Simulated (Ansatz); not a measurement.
The reference is ZrB2 (space group P6/mmm, No. 191; a = 3.155 Å, c = 3.506 Å; relaxed with 0.1 eV smearing).

Calculations: Kohn–Sham DFT with the PBEsol functional, run in Ansatz (an electronic-structure program) with PAW and 420 eV plane waves, no SOC.

For the base:

```
Quantity    Value
--------  -------
Pressure  0.0 GPa
Band gap     zero
```

One thing is altered: the cell is scaled by 0.9700 in all directions; the atoms relax in the strained cell.

What does the calculation give for the energy relative to the base, pressure and band gap after the change?

The energy rises by 70 meV/atom; the pressure (mean of the normal stresses, compression positive) goes from zero to 27.3 GPa; the band gap is still zero.

Stability against distortions was not tested. All final runs are without spin polarisation.
